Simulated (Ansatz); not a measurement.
The starting structures come from a database of crystals and need not be the phases stable at ambient conditions.

The decay constant κ of evanescent states in the gap governs leakage through a thin film.

Data:

```xyz
12
Lattice="6.8428 0.0000 0.0000 0.0000 7.8908 0.0000 0.0000 0.0000 4.1783" Properties=species:S:1:pos:R:3 pbc="T T T"
Ba     1.6387     3.0546     1.0446
Ba     5.2041     4.8362     3.1337
Ba     1.7827     7.0000     3.1337
Ba     5.0601     0.8908     1.0446
H      3.2287     5.3722     1.0446
H      3.6141     2.5186     3.1337
H      0.1927     1.4268     3.1337
H      6.6501     6.4640     1.0446
H      4.4142     7.3260     3.1337
H      2.4286     0.5647     1.0446
H      5.8500     3.3806     1.0446
H      0.9928     4.5101     3.1337
```

Space group of this cell: Pnma. The cell is taken as given; by r2SCAN its mean pressure is -0.5 GPa.

Transport runs along the normal of the first two printed cell vectors.

The gap is the functional's own, uncorrected, and κ follows it; spin-orbit coupling is left out. Mid-gap values are interpolated between the computed energies.

Estimate the band gap and the smallest decay constant κ at mid-gap that r2SCAN run with Ansatz (an electronic-structure program) returns for this system.

Gap 3.35 eV on a 6×4×8 mesh; κ = 0.382 1/Å, at (0.333, 0.000) of the in-plane reciprocal vectors. At the zone centre, at the nearest computed energy, the slowest state has κ = 0.42 1/Å.
